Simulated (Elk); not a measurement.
A self-consistent single point of NaBi (P4/mmm, 2 atoms in the cell) with Elk.

Method: PBEsol, spin-orbit coupling in second variation, all-electron FP-LAPW, Elk's shipped species files, APW+lo basis with extra local orbitals (Elk).

```xyz
2
Lattice="3.4052 0.0000 0.0000 0.0000 3.4052 0.0000 0.0000 0.0000 4.8671" Properties=species:S:1:pos:R:3 pbc="T T T"
Na     1.7026     1.7026     2.4336
Bi     0.0000     0.0000     0.0000
```

Reference input (self-consistent single point, DFT, PBEsol, all-electron FP-LAPW, Elk's shipped species files, APW+lo basis with extra local orbitals): xctype = 22; rgkmax = 7.5; stype = 3; swidth = 0.00367493 Ha; ngridk = 10 10 7; gmaxvr = 16 1/bohr; nxlo = 2; lorbcnd = true; lmaxi = 3. This run's input differs from it in these lines:

```diff
@@ -5,2 +5,5 @@
   22
+
+spinorb
+  .true.
 
@@ -20,2 +23,5 @@
   3
+
+nempty
+  10
```

Log, with long lists cut:

```
│ Self-consistent loop started │
│ Loop number : 1 │
 total energy                :     -21743.5536168
 total moment                :   0.9010978472E-23  0.2585864605E-23  0.3847281251E-26
│ Loop number : 2 │
 total energy                :     -21743.5389977
 total moment                :   0.1351455936E-21  0.4122822663E-22  0.2702935146E-24
RMS change in Kohn-Sham potential (target) :   0.3787299468     (  0.1000000000E-05)
Absolute change in total energy (target)   :   0.1461911789E-01 (  0.1000000000E-03)
│ Loop number : 3 │
 total energy                :     -21741.3858268
   [... lines left out ...]
 total energy                :     -21738.0229664
 total moment                :  -0.3593448144E-21 -0.6592886760E-21  0.9024074149E-23
RMS change in Kohn-Sham potential (target) :   0.6282432675E-07 (  0.1000000000E-05)
Absolute change in total energy (target)   :   0.1357018918E-03 (  0.1000000000E-03)
│ Loop number : 14 │
 total energy                :     -21738.0229629
 total moment                :   0.5164419344E-22  0.7393528342E-21  0.1174658376E-22
RMS change in Kohn-Sham potential (target) :   0.3299437784E-07 (  0.1000000000E-05)
Absolute change in total energy (target)   :   0.3740174725E-04 (  0.1000000000E-03)
Convergence targets achieved

│ Loop number : 15 │

Energies :
 Fermi                       :     0.152281639608
 xc effective B-field        :    -0.259272980548E-07
 external B-field            :      0.00000000000
 total energy                :     -21738.0229656
 (external B-field energy excluded from total)

Density of states at Fermi energy :    18.93183304
 (states/Hartree/unit cell)

Estimated indirect band gap :   0.7790649728E-03
 from k-point     81 to k-point     61
Estimated direct band gap   :   0.2361021222E-01
 at k-point     12

Charges :
 core                        :    70.00000000
 valence                     :    24.00000000
 interstitial                :    2.710204899
 muffin-tins (core leakage)
  species :    1 (Na)
   atom    1                 :    10.05047052     (  0.2442490654E-14)
  species :    2 (Bi)
   [... lines left out ...]
 muffin-tins
  species :    1 (Na)
   atom    1                 :  -0.5157234642E-23  0.2952773869E-24   0.000000000
  species :    2 (Bi)
   atom    1                 :  -0.1629558295E-21 -0.1584147955E-21   0.000000000
 total in muffin-tins        :  -0.1681130641E-21 -0.1581195181E-21   0.000000000
 total moment                :   0.9276875932E-22  0.4135253080E-21 -0.1598334836E-22

│ Self-consistent loop stopped │
```

The run converged in 15 iterations. The count includes the last loop, which Elk runs after its targets are met. 

The starting cell comes from a database of computed structures (which also holds hypothetical and non-ambient phases and stackings), without a prior relaxation at this level. Values depend on the basis (sphere radii, cutoffs, local orbitals), which need not be converged. The log's line on a gap gives a spacing of levels on this mesh, which the program prints for metals too.

These are the values that this program gave, and no reference: the basis lacks p1/2 orbitals, which heavy p elements need under spin-orbit coupling.
